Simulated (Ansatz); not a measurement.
Adsorption energy and surface dipole of F on the 1x1 (100) surface of fcc Cu, one in a 2x2 cell, started at the site 'hollow Cu-Cu-Cu-Cu over Cu at depth 1.8 Å', worked from the runs' numbers; total energies count from the potentials' own zero.

These are PBE (plane waves to 420 eV, PAW; Ansatz, a first-principles code) values and carry that method's errors.

Slab: 17 atoms, 5.3 Å thick at the start under the adsorbate (thin: gaps and levels are the slab's own); k 6x6x1, smearing 0.1 eV, dipole-corrected; 8 atoms held, the rest relaxed; held to the start's symmetry, so lower structures may exist; no spin, no spin-orbit, no U, no dispersion correction. At the end it is bonded to 4 Cu. In PBE this state lies 0.08 eV over the lowest of the starts that converged ('bridge Cu-Cu (span 2.6 Å)').

```json
[
 {"quantity": "slab with the adsorbate", "value": "-106806.276 eV"},
 {"quantity": "clean slab, same cell and mesh", "value": "-105997.851 eV"},
 {"quantity": "reference, ½ F2(g)", "value": "-805.593 eV"},
 {"quantity": "area of the cell", "value": "26.35 Å²"},
 {"quantity": "change of the step from the bottom to the top vacuum level", "value": "0.745 eV"}
]
```

**Question.** What is the adsorption energy against this reference?

**Answer.** E(slab + adsorbate) − E(slab) − E(reference) = -2.83 eV, so in this state the adsorbate is more stable than in the reference, at a coverage of 3.79 a nm².

**Question.** What dipole does adsorption add to the slab along the outward normal (Helmholtz relation, ε₀ = 0.005526 e/(V·Å))?

**Answer.** p = −ε₀·A·ΔV = -0.109 e·Å = -0.52 D; its negative end points to the vacuum, which raises the vacuum level.
